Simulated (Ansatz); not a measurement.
Take CsPbCl$_{3}$ in the cubic perovskite structure (space group Pm-3m, No. 221) as the base.

```yaml
crystal:
  lattice:
    - [5.61876, 0.00000, 0.00000]
    - [0.00000, 5.61876, 0.00000]
    - [0.00000, 0.00000, 5.61876]
  atoms:
    - { symbol: Cs, position: [0.00000, 0.00000, 0.00000] }
    - { symbol: Pb, position: [0.50000, 0.50000, 0.50000] }
    - { symbol: Cl, position: [0.00000, 0.50000, 0.50000] }
    - { symbol: Cl, position: [0.50000, 0.50000, 0.00000] }
    - { symbol: Cl, position: [0.50000, 0.00000, 0.50000] }
```

Level of theory: PBEsol/PAW in Ansatz (a quantum-chemistry and plane-wave program), no spin-orbit coupling, earlier PAW set.

Base values:

The electron mass is 0.10, 0.83, 0.83 mₑ (at R) and the band gap comes out as 1.84 eV.

One thing is altered: an isotropic linear strain of +1.32 %, atoms relaxed at fixed cell.

**Question.** Predict the new electron mass.

**Answer.** The electron mass (degenerate bands, along [100]) goes from 0.10, 0.83, 0.83 mₑ (at R) to 0.11, 0.88, 0.88 mₑ (at R).

**Question.** Predict the new band gap.

**Answer.** The band gap goes up by 0.164 eV (1.84 eV → 2.01 eV).

Spin-orbit coupling, missing from the scalar runs, can matter with Pb. Effective masses come from finite differences of ±0.01 Å⁻¹. Whether these cells are dynamically stable was not tested. Many cubic perovskites are stable only at high temperature; tilts and polar distortions were not tested. This is not the structure that CsPbCl3 has at room temperature and ambient pressure.
